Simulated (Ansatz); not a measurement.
Hypothetical fluorite ZrS2: thickness series

Start from ZrS$_{2}$ in the fluorite structure (space group Fm-3m, No. 225; a hypothetical phase, not in the database extracts checked).

```
ZrS2
1.0
    0.00000     3.13153     3.13153
    3.13153     0.00000     3.13153
    3.13153     3.13153     0.00000
Zr S
1 2
Direct
  0.00000   0.00000   0.00000
  0.25000   0.25000   0.25000
  0.75000   0.75000   0.75000
```

Cartesian axes are those of the cell as printed.

Free-standing slabs (3 atom(s) a layer) normal to [111] with 15 Å of vacuum; in-plane cell held at bulk.

All numbers come from PBE/PAW in Ansatz (a quantum-chemistry and plane-wave program), no spin-orbit coupling.

Notes on the quantities. excess energy per area of both faces: slab less bulk energy over the cell's area: twice a surface energy; uncertain by up to 0.2 J/m².

```csv
case,gap character,excess energy per area of both faces,shortest interatomic distance
base,–,–,2.712 Å
1 layer,"indirect, K–Γ (42 % along) → Γ",–,2.749 Å
2 layers,"indirect, k = (0, 1/3, 0) in the run's primitive reciprocal basis → Γ",0.41 J/m²,2.551 Å
3 layers,"indirect, M → Γ",0.4 J/m²,2.586 Å
4 layers,"indirect, M → Γ",0.4 J/m²,2.573 Å
5 layers,"indirect, M → Γ",0.4 J/m²,2.578 Å
6 layers,"indirect, M → Γ",0.4 J/m²,2.575 Å
```

The excess energy carries the mismatch between the slab's and the bulk's meshes. Stability against distortions was not tested. All final runs are without spin polarisation. Labels are those of the standard path for the cell's own space group.
